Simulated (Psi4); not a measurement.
Psi4 1.11, PBE/def2-svp: Sn(Cl)4 ([Cl][Sn]([Cl])([Cl])[Cl]), 5 atoms. The geometry is a generated start, not checked to be a minimum at this level.

```
Item                                                  Value
--------------------------  -------------------------------
task                                                 energy
method                                                  pbe
basis                                              def2-svp
memory                                                 3 GB
maxiter                                                 100
keys of the molecule block                      symmetry c1
scf_type                                       df (default)
e_convergence                               1e-06 (default)
d_convergence                               1e-06 (default)
dft_radial_points                              75 (default)
dft_spherical_points                          302 (default)
effective core potentials   those of the basis set, past Kr
basis functions                                          98
grid points                                          105337
```

```xyz
5

Cl    -1.7704    -0.8948    -1.1962
Sn     0.0000     0.0002    -0.0002
Cl    -0.3589     2.2642     0.3331
Cl     1.9661    -0.3040    -1.1869
Cl     0.1632    -1.0656     2.0503
```

With the defaults (diis = true, scf_initial_accelerator = adiis, damping_percentage = 0, diis_max_vecs = 10, soscf = false, soscf_start_convergence = 0.01, guess = auto, which took SAD, level_shift = 0, level_shift_cutoff = 0.01) it converges in 8 SCF iterations. One run each on 2 threads, with these changes:
- soscf = true, soscf_start_convergence = 0.1
- level_shift = 0.1, level_shift_cutoff = 0.001
- guess = modhuckel
- diis = false, scf_initial_accelerator = none, damping_percentage = 60
- diis_max_vecs = 3
- diis_max_vecs = 6
- damping_percentage = 20
- guess = sadno
- scf_initial_accelerator = none

Q: Name the settings that don't reach the solution of the defaults.

A: No convergence: diis = false, scf_initial_accelerator = none, damping_percentage = 60 (the run ends without SCF convergence in 100 iterations). The rest reach the solution of the defaults.

| setting | SCF iterations | JK calls | end |
|---|---|---|---|
| soscf = true, soscf_start_convergence = 0.1 | 6 | 22 | same solution |
| the defaults | 8 | 9 | same solution |
| scf_initial_accelerator = none | 8 | 9 | same solution |
| diis_max_vecs = 6 | 8 | 9 | same solution |
| level_shift = 0.1, level_shift_cutoff = 0.001 | 8 | 9 | same solution |
| diis_max_vecs = 3 | 9 | 10 | same solution |
| guess = sadno | 9 | 9 | same solution |
| guess = modhuckel | 10 | 22 | same solution |
| damping_percentage = 20 | 19 | 20 | same solution |
| diis = false, scf_initial_accelerator = none, damping_percentage = 60 | 100 | 101 | no convergence |

An SOSCF iteration holds several JK calls; a Hückel guess adds calls on atoms.
